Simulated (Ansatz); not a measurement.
The starting structures come from a database of crystals and need not be the phases stable at ambient conditions.

By PBEsol, the system below comes out a metal.

```yaml
crystal:
  lattice:
    - [3.83365, 0.00000, 0.00000]
    - [0.00000, 5.70193, 0.00000]
    - [0.00000, -1.61129, 3.97224]
  atoms:
    - { symbol: Y, position: [0.75000, 0.71874, 0.85937] }
    - { symbol: Y, position: [0.25000, 0.28126, 0.14063] }
    - { symbol: Si, position: [0.75000, 0.15104, 0.57552] }
    - { symbol: Si, position: [0.25000, 0.84896, 0.42448] }
```

Space group of this cell: Cmcm. The cell is taken as given; by PBEsol its mean pressure is -2.7 GPa.

The current flows along the normal of the first two printed cell vectors. No spin-orbit coupling; the value is a mean over 0.1 eV about the Fermi level.

**Question.** Give the ballistic conductance per area that PBEsol (Ansatz, a first-principles code) yields.

**Answer.** 0.22 × 10¹⁵ S/m² for both spins.
